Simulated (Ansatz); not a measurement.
## GaN: response to strain

Consider GaN in the zinc blende structure (space group F-43m, No. 216).

```yaml
crystal:
  lattice:
    - [0.00000, 2.24895, 2.24895]
    - [2.24895, 0.00000, 2.24895]
    - [2.24895, 2.24895, 0.00000]
  atoms:
    - { symbol: Ga, position: [0.00000, 0.00000, 0.00000] }
    - { symbol: N, position: [0.25000, 0.25000, 0.25000] }
```

Cartesian axes are those of the cell as printed.

Strains are applied to the cell and any free atomic positions relax; under biaxial strain the out-of-plane vector relaxes too.

Method: Ansatz (a quantum-chemistry and plane-wave program) r2SCAN, no spin-orbit coupling.

Notes on the quantities. energy relative to the base: free energy F; in-plane stress: mean in-plane stress (compression positive).

| case | energy relative to the base | out-of-plane strain | in-plane stress |
|---|---|---|---|
| base | 0 meV/atom | – | – |
| biaxial strain −3.00 %, plane normal [001], relaxed out of plane | +19 meV/atom | +3.09 % | +9.1 GPa |
| biaxial strain −2.50 %, plane normal [001], relaxed out of plane | +13 meV/atom | +2.60 % | +7.5 GPa |
| biaxial strain −2.00 %, plane normal [001], relaxed out of plane | +8.1 meV/atom | +2.09 % | +5.9 GPa |
| biaxial strain −1.50 %, plane normal [001], relaxed out of plane | +4.5 meV/atom | +1.58 % | … |
| biaxial strain −1.00 %, plane normal [001], relaxed out of plane | … | +1.06 % | +2.8 GPa |
| biaxial strain −0.50 %, plane normal [001], relaxed out of plane | +0.5 meV/atom | +0.53 % | +1.4 GPa |

Task: Fill in the withheld entries from the trend.

Result: 
- biaxial strain −1.50 %, plane normal [001], relaxed out of plane, in-plane stress: +4.3 GPa
- biaxial strain −1.00 %, plane normal [001], relaxed out of plane, energy relative to the base: +2.0 meV/atom

Whether these cells are dynamically stable was not tested. This is not the structure that GaN has at room temperature and ambient pressure.
